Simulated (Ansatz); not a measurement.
Effect of x(Te) = 0.75, 8 atoms, I4/mmm on PbS

The parent structure is PbS in the rock salt structure (space group Fm-3m, No. 225; a = 5.903 Å).

The other end (x = 1) is PbTe in the rock salt structure (space group Fm-3m, No. 225): 33.42 Å³/atom, gap 0.65 eV.

Perturbation: a fraction x = 0.75 of the S sites is given to Te, ordered in a cell of 8 atoms (starting symmetry I4/mmm) and fully relaxed.

All numbers come from PBEsol/PAW in Ansatz (a quantum-chemistry and plane-wave program), spin-orbit coupling left out. Settings: 11×11×11 k-points, 0.05 eV Fermi–Dirac smearing, for the changed cell.

- Volume per atom: 31.68 Å³ (base 25.71 Å³)
- Density: 8.15 g/cm³ (base 7.73 g/cm³)
- Shortest interatomic distance: 2.927 Å (base 2.951 Å)
- Band gap: 0.11 eV (base 0.19 eV)
- Gap character (in this cell's own zone, which can be folded): direct at X
- Mixing energy: +0.04 eV/atom (to 0.01 eV only: unlike meshes or grids)
- Bowing parameter b of this ordering, from Eg = [1−x] Eg[0] + x Eg[1] − b x [1−x]: 2.3 eV
- Mean first-shell distances: S–Pb 3.088 Å (end compound 2.951 Å), Te–Pb 3.193 Å (end compound 3.221 Å)

These are small ordered cells, not random alloys; other orderings at the same x differ. Spin-orbit coupling, missing from the scalar runs, can matter with Pb and Te. No phonon test of stability was made. A zero or small gap of Pb4Te3S and PbS can be the functional's error rather than a property of the material. Labels are those of the standard path for the cell's own space group.
